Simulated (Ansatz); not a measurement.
A computed series for Be: pressure series

Take Be in the bcc (W type) structure (space group Im-3m, No. 229; a = 2.493 Å; a cell from a computed database, its experimental status unchecked) as the base.

Cell and atoms are relaxed at each pressure.

Method: PBEsol in Ansatz (plane waves to 420 eV, PAW, no spin-orbit coupling).

```tsv
pressure (GPa)	volume per atom (Å³/atom)
-2	7.872
-1	7.807
0	7.744
0.3	7.726
0.7	?
3	7.567
5	7.459
7.5	7.332
10	7.214
```

Fit the third-order Birch–Murnaghan form P(V) = (3B₀/2)[(V₀/V)^(7/3) − (V₀/V)^(5/3)]·[1 + (3/4)(B₀′ − 4)((V₀/V)^(2/3) − 1)] (squares taken in P) to the rows shown and predict the withheld row.

Least squares on the printed values gives V₀ = 7.744 Å³/atom, B₀ = 125 GPa, B₀′ = 3.4; this predicts 7.701 Å³/atom, and the run gives 7.701 Å³/atom, in agreement.

Load acts through the strain it causes; cell and atoms are relaxed under it. No phonon test of stability was made. No other phases were tried under pressure. This is not the structure that Be has at room temperature and ambient pressure.

Ansatz is a quantum-chemistry and plane-wave program.
